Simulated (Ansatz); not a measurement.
Here is the system:

```xyz
2
Lattice="3.8482 0.0000 0.0000 0.0000 3.8482 0.0000 1.9241 -1.9241 2.7403" Properties=species:S:1:pos:R:3 pbc="T T T"
Ru     1.9241     0.0000     1.3701
Ru     1.9241     1.9241     0.0000
```

No spin polarisation.

Method: Kohn–Sham DFT with the PBE functional, run in Ansatz (a first-principles code) with PAW and 420 eV plane waves, without spin-orbit coupling. Γ-centred 18×18×18 mesh, Fermi–Dirac width 0.1 eV.

**Question.** What is the computed band gap?

**Answer.** Zero.

**Question.** Estimate the mean in-plane stress (compression positive).

**Answer.** +0.1 GPa.

The cells carry an imposed strain or load. No phonon test of stability was made. The final runs are not spin-polarised. The cell was made from Ru in the diamond structure (space group Fd-3m, No. 227; a hypothetical phase, not in the database extracts checked) by this change: biaxial strain −0.25 %, plane normal [001], relaxed out of plane.
